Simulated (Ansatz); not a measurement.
ZnS, response to strain

Take ZnS in the wurtzite structure (space group P6_3mc, No. 186; a = 3.7822 Å, c = 6.2077 Å) as the base. Axes: x lies along a and z along c of the hexagonal cell.

Strains are applied to the cell and any free atomic positions relax.

Method: Ansatz (an electronic-structure program), PBEsol, PAW, cutoff 420 eV, scalar-relativistic without spin-orbit coupling.

Notes on the quantities. energy relative to the base: free energy F.

```json
[
 {"case": "base", "band gap": "2.15 eV", "energy relative to the base": "0 meV/atom", "shortest interatomic distance": "2.319 Å"},
 {"case": "tensor shear ε_xz = +1.33 %", "band gap": "(withheld)", "energy relative to the base": "+1.2 meV/atom", "shortest interatomic distance": "2.316 Å"},
 {"case": "tensor shear ε_xz = +0.67 %", "band gap": "2.15 eV", "energy relative to the base": "(withheld)", "shortest interatomic distance": "2.317 Å"},
 {"case": "tensor shear ε_xz = +0.33 %", "band gap": "2.15 eV", "energy relative to the base": "+0.1 meV/atom", "shortest interatomic distance": "2.318 Å"},
 {"case": "tensor shear ε_xz = +1.00 %", "band gap": "2.14 eV", "energy relative to the base": "(withheld)", "shortest interatomic distance": "2.316 Å"},
 {"case": "tensor shear ε_xz = +2.00 %", "band gap": "2.10 eV", "energy relative to the base": "+2.7 meV/atom", "shortest interatomic distance": "2.314 Å"},
 {"case": "tensor shear ε_xz = +1.67 %", "band gap": "2.11 eV", "energy relative to the base": "+1.9 meV/atom", "shortest interatomic distance": "2.315 Å"}
]
```

### Question
Some entries are withheld; estimate them.

### Answer

- tensor shear ε_xz = +1.33 %, band gap: 2.12 eV
- tensor shear ε_xz = +0.67 %, energy relative to the base: +0.3 meV/atom
- tensor shear ε_xz = +1.00 %, energy relative to the base: +0.7 meV/atom

Stability against distortions was not tested.
